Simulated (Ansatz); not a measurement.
The starting structures come from a database of crystals and need not be the phases stable at ambient conditions.

 Where the default PAW files enter, the runs use the earlier of Ansatz's two default sets.

Inside the gap of an insulator the Bloch states are evanescent, with a wavenumber k + iκ along the transport direction.

Given:

```
CELL_PARAMETERS angstrom
      5.03775     0.00000     0.00000
      0.00000     9.97217     0.00000
      0.00000     0.00000     5.20238
ATOMIC_POSITIONS crystal
  Hf 0.24559 0.88458 0.46490
  Hf 0.75441 0.11542 0.53510
  Hf 0.25441 0.11542 0.96490
  Hf 0.74559 0.88458 0.03510
  Hf 0.74559 0.61542 0.53510
  Hf 0.25441 0.38458 0.46490
  Hf 0.75441 0.38458 0.03510
  Hf 0.24559 0.61542 0.96490
  O  0.00244 0.52286 0.26133
  O  0.99756 0.47714 0.73867
  O  0.49756 0.47714 0.76133
  O  0.50244 0.52286 0.23867
  O  0.50244 0.97714 0.73867
  O  0.49756 0.02286 0.26133
  O  0.99756 0.02286 0.23867
  O  0.00244 0.97714 0.76133
  O  0.37420 0.71054 0.62649
  O  0.62580 0.28946 0.37351
  O  0.12580 0.28946 0.12649
  O  0.87420 0.71054 0.87351
  O  0.87420 0.78946 0.37351
  O  0.12580 0.21054 0.62649
  O  0.62580 0.21054 0.87351
  O  0.37420 0.78946 0.12649
```

Space group of this cell: Pbca. The cell is taken as given; by r2SCAN its mean pressure is 4.1 GPa.

Transport runs along the normal of the first two printed cell vectors.

No gap correction and no spin-orbit coupling; mid-gap values are interpolated between computed energies.

### Question
Estimate the band gap and the smallest decay constant κ at mid-gap that r2SCAN (Ansatz, a first-principles code) returns for this system.

### Answer
Gap 4.87 eV on a 6×4×6 mesh; κ = 0.377 1/Å, at the zone centre.
